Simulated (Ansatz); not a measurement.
Base system: HfSi2 (space group Cmcm, No. 63; a = 3.6503 Å, b = 14.3497 Å, c = 3.6352 Å). Axes: x, y, z lie along a, b, c of the conventional cell.

Method: PBEsol in Ansatz (plane waves to 420 eV, PAW, no spin-orbit coupling).

For the base:

* **Pressure**: 0.0 GPa
* **Volume per atom**: 15.87 Å³

One thing is altered: compressive biaxial strain of 3.92 % in the plane normal to [001], as in epitaxy on a mismatched substrate; the out-of-plane cell vector and the atoms relax.

What happens to the pressure?

The pressure (mean of the normal stresses, compression positive) goes from zero to 7.3 GPa.

What happens to the volume per atom?

The volume per atom drops by 0.82 Å³, from 15.87 Å³ to 15.05 Å³.

Without a gap, meshes like the base's 13×13×13 leave anisotropic stresses uncertain by several tenths of a GPa, and small strain energies with them. Whether these cells are dynamically stable was not tested. All final runs are without spin polarisation.

Ansatz is a quantum-chemistry and plane-wave program.
